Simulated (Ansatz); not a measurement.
The reference is PbS in the rock salt structure (space group Fm-3m, No. 225; a = 6.009 Å).

Structures relaxed with plane-wave PAW DFT at the PBE level (Ansatz, a first-principles code, 420 eV), no spin-orbit coupling, earlier PAW set.

Base:

Simulated powder pattern, Cu Kα1, λ = 1.54056 Å (kinematic, ideal powder, no thermal factors, no anomalous dispersion; the 10 strongest lines at most, above 2 %, up to 2θ = 90°):

| 2θ (°) | I/Imax (%) | hkl |
|---|---|---|
| 25.66 | 96 | (111) |
| 29.71 | 100 | (200) |
| 42.52 | 76 | (220) |
| 50.32 | 51 | (311) |
| 52.73 | 27 | (222) |
| 61.69 | 13 | (400) |
| 67.94 | 22 | (331) |
| 69.96 | 35 | (420) |
| 77.80 | 27 | (422) |
| 83.53 | 17 | (511) |

After one change:

Simulated powder pattern, Cu Kα1, λ = 1.54056 Å (kinematic, ideal powder, no thermal factors, no anomalous dispersion; the 10 strongest lines at most, above 2 %, up to 2θ = 90°):

```
2θ (°)  I/Imax (%)
------  ----------
27.37           98
31.71          100
45.45           74
53.88           50
56.48           26
66.24           12
73.08           21
75.30           34
84.00           27
```

Name the change that was made.
A) pressure 15 GPa
B) pressure 50 GPa
C) pressure 3 GPa
D) pressure −1 GPa

A, pressure 15 GPa. Its volume per atom is 22.42 Å³ against 27.12 Å³, and its space group is Fm-3m (No. 225).

A case with no gap was solved on a k-mesh chosen for an insulator, which is coarse for it. Load acts through the strain it causes; cell and atoms are relaxed under it. No phonon test of stability was made. Competing high-pressure phases were not computed. All final runs are without spin polarisation.
